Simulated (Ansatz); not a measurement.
```yaml
crystal:
  lattice:
    - [0.00042, -4.72414, -4.39589]
    - [-0.00042, 4.72414, -4.39589]
    - [5.45462, -0.00049, 4.39589]
  atoms:
    - { symbol: Ir, position: [0.58490, 0.41743, 0.25042] }
    - { symbol: Ir, position: [0.20768, 0.54027, 0.99962] }
    - { symbol: Ir, position: [0.70935, 0.04194, 0.99962] }
    - { symbol: Ir, position: [0.33071, 0.16472, 0.74966] }
    - { symbol: Ir, position: [0.45805, 0.79195, 0.50038] }
    - { symbol: Ir, position: [0.95843, 0.29232, 0.50038] }
    - { symbol: Ir, position: [0.08299, 0.91552, 0.25042] }
    - { symbol: Ir, position: [0.83494, 0.66895, 0.74966] }
    - { symbol: Ir, position: [0.54305, 0.20774, 0.50079] }
    - { symbol: Ir, position: [0.16512, 0.33314, 0.24826] }
    - { symbol: Ir, position: [0.66925, 0.83429, 0.25353] }
    - { symbol: Ir, position: [0.28905, 0.95744, 0.99649] }
    - { symbol: Ir, position: [0.41581, 0.58329, 0.74911] }
    - { symbol: Ru, position: [0.91646, 0.08268, 0.74914] }
    - { symbol: Ru, position: [0.04104, 0.70978, 0.50082] }
    - { symbol: Ir, position: [0.79318, 0.45854, 0.00172] }
```

The mixing enthalpy is taken against the end members in the hexagonal close-packed type (which need not be the stable form of Ru and Ir), relaxed in the same cell and mesh.

Calculation: r2SCAN (plane waves to 500 eV, PAW; Ansatz, an electronic-structure program). Scalar-relativistic, without spin–orbit coupling; the runs are not spin-polarised. Its k-point mesh 6×6×6, Fermi–Dirac width 0.05 eV.

Give the composition and order of this alloy cell, and its volume, bond lengths and mixing enthalpy.

A 16-atom cell of (Ru,Ir) started in the hexagonal close-packed structure, site fractions Ru 0.125, Ir 0.875, short-range order -0.05 in the first shell of the mixed sites (0 is random, a negative value favours unlike neighbours), space group Cm at the end.
volume per atom: 14.16 Å³
Ir–Ir bonds: 2.719 Å on average, from 2.679 to 2.761 (73)
Ir–Ru bonds: 2.706 Å on average, from 2.684 to 2.737 (22)
Ru–Ru bonds: 2.712 Å on average, from 2.712 to 2.712 (1)
mixing enthalpy per site of the mixed sublattice: -32 meV
departure of the mean lattice parameter from Vegard's line: under 0.15 %, inside the noise of the relaxations
